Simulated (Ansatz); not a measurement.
# MgS, response to strain

Take MgS in the rock salt structure (space group Fm-3m, No. 225; a = 5.182 Å) as the base. Axes: x, y, z lie along the cube axes.

Strains are applied to the cell and any free atomic positions relax; under biaxial strain the out-of-plane vector relaxes too.

Method: plane-wave PAW DFT at the PBEsol level (Ansatz, a first-principles code, 420 eV), no spin-orbit coupling.

Notes on the quantities. energy relative to the base: free energy F.

```csv
"biaxial strain, plane normal [111], relaxed out of plane (%)",energy relative to the base (meV/atom)
-2.5,12.1
-2.08,8.3
-1.67,5.3
-1.25,2.9
-0.83,1.3
-0.42,?
0,0.0
```

Fit ΔE = Aε² + Bε³ (ε in %) to the rows shown and predict the withheld row.

Least squares on the printed values gives A = 1.82 and B = -0.048 meV/atom (largest residual 0.0 meV/atom); this predicts 0.3 meV/atom, and the run gives 0.3 meV/atom, in agreement.

Whether these cells are dynamically stable was not tested.
